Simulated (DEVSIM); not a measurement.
Device: double heterostructure, GaAs between p- and n-type In0.49Ga0.51P, at 350 K.

Layer 1 from the left is In0.49Ga0.51P, thickness (μm) 0.560, Nd (cm⁻³) 5.3e17, τn (s) 5.2e-10, τp (s) 5.2e-10. Layer 2 from the left is GaAs, thickness (μm) 0.0620, Na (cm⁻³) 4.1e14, τn (s) 5.2e-10, τp (s) 5.2e-10. Layer 3 from the left is In0.49Ga0.51P, thickness (μm) 0.440, Na (cm⁻³) 1.3e17, τn (s) 1.6e-10, τp (s) 5.2e-10.

Left contact: ohmic. Right contact: ohmic. Voltage is applied to the left contact. Recombination: SRH at mid-gap, radiative. Mobility is constant in doping.

This is a model device: material constants are rounded textbook-type values typed into the input, and sizes, dopings and lifetimes were drawn at random. Values at 300 K; Nc and Nv go as T^1.5, mobilities as T to minus their exponent, the gap by Varshni's rule with the affinity fixed.

In0.49Ga0.51P: gap (eV) 1.89, affinity (eV) 4, permittivity 11.8, Nc (cm⁻³) 9e17, Nv (cm⁻³) 1.3e19, μn (cm²/Vs) 1500, μp (cm²/Vs) 80, T exponent of μn 1.66, T exponent of μp 2, B (cm³/s) 1e-10, Varshni α (eV/K) 0.0005, Varshni β (K) 250. GaAs: gap (eV) 1.424, affinity (eV) 4.07, permittivity 12.9, Nc (cm⁻³) 4.7e17, Nv (cm⁻³) 9e18, μn (cm²/Vs) 8500, μp (cm²/Vs) 400, T exponent of μn 2.1, T exponent of μp 2.2, B (cm³/s) 2e-10, Varshni α (eV/K) 0.000541, Varshni β (K) 204.

Model (solved in DEVSIM): 1D drift-diffusion, Boltzmann statistics, complete ionisation; no tunnelling, impact ionisation, image-force lowering or self-heating. Band offsets follow the typed affinities; no thermionic-emission limit at abrupt steps, no polarisation charge.

What does the simulation give for the dark forward voltage at 100 A/cm², the potential step across the device at zero bias, the dark forward voltage at 1 A/cm²?

dark forward voltage at 100 A/cm² 1.342 V; potential step across the device at zero bias 1.701 V; dark forward voltage at 1 A/cm² 1.006 V.
